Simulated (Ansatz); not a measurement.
The starting structures come from a database of crystals and need not be the phases stable at ambient conditions.

Here is the system:

```
CsF7Sb2
1.0
    6.78139     0.00000     0.00000
    3.39070     9.65095     0.00000
    0.00000     0.02996     5.45376
Cs Sb F
2 4 14
Cartesian
  5.08604   4.84046   2.72688
  1.69535   4.82548   0.00000
  5.20146   1.58921   5.28480
  4.97062   8.09171   0.16896
  8.59216   8.10669   2.89584
  1.57993   1.57423   2.55792
  7.56912   8.14024   4.57510
  2.60297   1.54068   0.87865
  4.17842   1.55566   3.60553
  5.99366   8.12526   1.84822
  3.25608   7.14272   3.83737
  6.91600   2.53820   1.61638
  6.64678   2.55319   4.34326
  3.52531   7.12773   1.11049
  7.91388   6.24074   2.71412
  2.25820   3.44018   2.73964
  4.52319   3.42519   0.01276
  5.64890   6.25573   5.44100
  6.25326   0.02247   4.09032
  0.52813   0.00749   1.36344
```

Space group of this cell: C2/c. The cell is taken as given; by PBEsol its mean pressure is 1.1 GPa.

Transport runs along the normal of the first two printed cell vectors.

The gap is the functional's own. No spin-orbit coupling. Mid-gap values are interpolated on the energy grid.

### Question
Give the band gap and the smallest decay constant κ at mid-gap that PBEsol (Ansatz, an electronic-structure program) yields.

### Answer
Gap 4.31 eV on a 6×6×6 mesh; κ = 0.537 1/Å, at (0.500, 0.500) of the in-plane reciprocal vectors. At the zone centre, at the nearest computed energy, the slowest state has κ = 0.59 1/Å.
